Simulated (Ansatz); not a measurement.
**Ir under a change: uniaxial strain ε_zz = +3.00 %**

The parent structure is Ir in the fcc (Cu type) structure (space group Fm-3m, No. 225; a = 3.812 Å; relaxed with 0.1 eV smearing). Axes: x, y, z lie along the cube axes.

The change: the cell is stretched by 3.00 % along z with no lateral relaxation; the atoms relax in the strained cell.

Calculations: LDA/PAW in Ansatz (a program for electronic structure), no spin-orbit coupling. Settings: 30×30×30 k-points, 0.1 eV Fermi–Dirac smearing.

The space group goes from Fm-3m (No. 225) to I4/mmm (No. 139) and the shortest interatomic distance is still 2.695 Å. The energy rises by 24 meV/atom and the pressure (mean of the normal stresses, compression positive) goes from zero to -10.9 GPa. The band gap is still zero and the stress (xx, yy, zz, yz, xz, xy; compression positive) is (-7.2, -7.2, -18.2, 0.0, 0.0, 0.0) GPa.

Final structure:

```
CELL_PARAMETERS angstrom
      0.00000     1.90592     1.96310
      1.90592     0.00000     1.96310
      1.90592     1.90592     0.00000
ATOMIC_POSITIONS crystal
  Ir 0.00000 0.00000 0.00000
```

Stability against distortions was not tested. All final runs are without spin polarisation.
